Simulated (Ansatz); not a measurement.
# Zr, pressure series

Start from Zr in the hcp (Mg type) structure (space group P6_3/mmc, No. 194; a = 3.1847 Å, c = 5.1172 Å).

Cell and atoms are relaxed at each pressure.

Computed with Ansatz (a first-principles code) PBEsol, no SOC, earlier PAW set.

Notes on the quantities. enthalpy: H = E + PV relative to the base's energy.

```json
[
 {"change": "base", "c/a ratio": "1.607", "volume per atom": "22.47 Å³", "enthalpy": "–"},
 {"change": "pressure −2 GPa", "c/a ratio": "1.604", "volume per atom": "22.95 Å³", "enthalpy": "-0.28 eV/atom"},
 {"change": "pressure −1 GPa", "c/a ratio": "1.606", "volume per atom": "22.71 Å³", "enthalpy": "-0.14 eV/atom"},
 {"change": "pressure 1.8 GPa", "c/a ratio": "1.610", "volume per atom": "22.08 Å³", "enthalpy": "+0.25 eV/atom"},
 {"change": "pressure 4.2 GPa", "c/a ratio": "1.615", "volume per atom": "21.59 Å³", "enthalpy": "+0.58 eV/atom"},
 {"change": "pressure 9 GPa", "c/a ratio": "…", "volume per atom": "…", "enthalpy": "+1.21 eV/atom"},
 {"change": "pressure 18 GPa", "c/a ratio": "1.653", "volume per atom": "19.38 Å³", "enthalpy": "+2.34 eV/atom"},
 {"change": "pressure 30 GPa", "c/a ratio": "1.700", "volume per atom": "17.98 Å³", "enthalpy": "+3.73 eV/atom"},
 {"change": "pressure 45 GPa", "c/a ratio": "1.755", "volume per atom": "16.66 Å³", "enthalpy": "+5.35 eV/atom"},
 {"change": "pressure 60 GPa", "c/a ratio": "1.781", "volume per atom": "15.67 Å³", "enthalpy": "+6.86 eV/atom"}
]
```

Problem. Fill in the withheld entries from the trend.

Solution. 
- pressure 9 GPa, c/a ratio: 1.626
- pressure 9 GPa, volume per atom: 20.72 Å³

Load acts through the strain it causes; cell and atoms are relaxed under it. Whether these cells are dynamically stable was not tested. All final runs are without spin polarisation. Measured, Zr leaves this structure (for the ω phase) near 3 GPa (temperature not stated; as listed in C. Cazorla, D. Alfè, M. J. Gillan, Physical Review B (2008)).
